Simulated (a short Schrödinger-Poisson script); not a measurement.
Stack: gated In0.52Al0.48As/In0.53Ga0.47As modulation-doped gas in a quantum well, at 77 K.

```tsv
layer	material	thickness (nm)	Nd (cm⁻³)	Na (cm⁻³)
1	In0.52Al0.48As	15	-	-
2	In0.52Al0.48As	30	1.9e18	-
3	In0.52Al0.48As	5	-	-
4	In0.53Ga0.47As	20	-	-
5	In0.52Al0.48As	4000	-	2e14
```

Constants are typed, rounded textbook-type inputs, not results; the design itself was drawn at random and stands for no fabricated device. In0.52Al0.48As: permittivity 12.5, conduction-band edge (eV) 0.52, gap (eV) 1.45, electron mass (mₑ) 0.075, Nv at 300 K (cm⁻³) 1.1e19. In0.53Ga0.47As: permittivity 13.9, conduction-band edge (eV) 0, gap (eV) 0.74, Nv at 300 K (cm⁻³) 7.7e18.

Channel valleys (confinement mass, in-plane density-of-states mass, number): Γ 0.041, 0.041, 1. At the gate the conduction-band edge of layer 1 lies 0.65 eV − eVg above the Fermi level of the channel; the field vanishes at the back. Donor level 0.02 eV below the band edge. The barrier under the gate holds no holes. Gaps are held at their typed values at every temperature. Mesh 0.08 nm at interfaces.

Solved with a short Schrödinger-Poisson script written for these runs: 1D Poisson equation in equilibrium, electrons quantum, Hartree plus LDA exchange-correlation (BenDaniel-Duke, 40 states a valley, the channel's in-plane mass for all, wave functions free to enter the barrier), parabolic valleys, classical holes, donors ionised by Fermi statistics, acceptors fully, no traps, pinning or gate leakage.

**Question.** List the lowest subbands of each valley and their electrons at Vg = 0.4 V.

**Answer.** 
```
valley  subband  energy from the Fermi level (meV)  electrons (cm⁻²)  share (%)
------  -------  ---------------------------------  ----------------  ---------
Γ             0                              -90.7           1.55e12       80.4
Γ             1                              -21.4           3.72e11       19.2
Γ             2                               18.7            6.61e9        0.3
```

All electrons: 1.93e12 cm⁻².
